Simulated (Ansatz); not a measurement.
**A constructed model of the (111) surface of fcc Rh, (√3x√3)R30° surface alloy, Zn on one Rh site of the top plane (bottom of the slab: a bare face, its two planes held)**

Method: PBE (plane waves to 420 eV, PAW; Ansatz, an electronic-structure program).

Slab: 18 atoms, 11.0 Å thick at the start with caps and adatoms (thin: gaps and levels are the slab's own); k 9x9x1, smearing 0.1 eV, dipole-corrected; 6 atoms held, the rest relaxed; start symmetry kept, larger cells not searched; no spin, no spin-orbit, no U. It is one candidate, not shown to be the stable structure of the face.

| Property | Result |
|---|---|
| work function of the top face | 4.90 eV |
| energy released by relaxation | 0.045 eV |
| cost | around 3 core-minutes (rough) |
